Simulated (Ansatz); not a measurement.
## InAs: pressure series

Start from InAs in the zinc blende structure (space group F-43m, No. 216; a = 6.1866 Å).

Cell and atoms are relaxed at each pressure.

The values are results of plane-wave PAW DFT at the PBE level (Ansatz, a program for electronic structure, 420 eV), scalar-relativistic without spin-orbit coupling, earlier PAW set, not measurements.

Two rows of this table had their results exchanged by mistake.

```
pressure           volume per atom (Å³)  shortest distance (Å)  band gap
-----------------  --------------------  ---------------------  --------
pressure −2 GPa                   31.01                  2.721      zero
pressure −1 GPa                   30.26                  2.699      zero
pressure 0.9 GPa                  29.09                  2.663      zero
pressure 2.1 GPa                  21.86                  2.422   0.98 eV
pressure 4.5 GPa                  27.41                  2.611      zero
pressure 9 GPa                    25.87                  2.561   0.14 eV
pressure 15 GPa                   24.36                  2.510   0.45 eV
pressure 22.5 GPa                 22.95                  2.461   0.75 eV
pressure 30 GPa                   28.46                  2.644      zero
```

Question: Which two?

Answer: The rows for pressure 2.1 GPa and pressure 30 GPa: the volume has to fall steadily with pressure, so 28.46 Å³ belongs to pressure 2.1 GPa and 21.86 Å³ to pressure 30 GPa.

The mesh was chosen for an insulator and is coarse for the gapless case. Load acts through the strain it causes; cell and atoms are relaxed under it. Whether these cells are dynamically stable was not tested. The final runs are not spin-polarised. Measured, InAs leaves this structure (for rock salt) near 7 GPa (temperature not stated; as listed in Datta, Sujoy, Jana, Debnarayan, arXiv (2020)). A zero or small gap of InAs can be the functional's error rather than a property of the material.
